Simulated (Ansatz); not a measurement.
CdS (P6_3mc) under biaxial stress in the c plane (compression positive): hole mass along x by r2SCAN with spin-orbit coupling, rigid bands (plane waves, PAW; Ansatz, an electronic-structure program). The unloaded cell, whose axes the loads refer to:

```yaml
crystal:
  lattice:
    - [4.12381, 0.00000, 0.00000]
    - [-2.06191, 3.57133, 0.00000]
    - [0.00000, 0.00000, 6.71000]
  atoms:
    - { symbol: Cd, position: [0.33333, 0.66667, 0.99925] }
    - { symbol: Cd, position: [0.66667, 0.33333, 0.49925] }
    - { symbol: S, position: [0.33333, 0.66667, 0.37575] }
    - { symbol: S, position: [0.66667, 0.33333, 0.87575] }
```

```csv
biaxial stress in the c plane (compression positive) (GPa),volume per atom (Å³),hole mass along x (mₑ)
-3.2,25.60,1.63
-2.4,25.37,1.60
-1.6,25.15,1.52
-0.8,24.92,1.34
0,24.71,1.16
0.8,24.49,?
1.6,24.27,1.02
```

Fit a straight line to ln(hole mass along x) against the load over the rows given, and predict the row at 0.8 GPa.

The means are x̄ = -1.067 GPa and ȳ = 0.3064; Σ(x − x̄)(y − ȳ) = -1.603 and Σ(x − x̄)² = 14.93, so the slope is -10.7 % per GPa, and the rows given lie within 5.5 % of the line. At 0.8 GPa the line gives 1.11 mₑ; the calculation gives 1.05 mₑ, 5.9 % from it, so the trend bends or changes character over this range.

Masses are for dilute carriers at 300 K, harmonic means over directions unless an axis is named. Stresses and pressures are the targets of the relaxation. The structure type is held at every load. Geometry: cell and atoms relaxed with PBEsol.
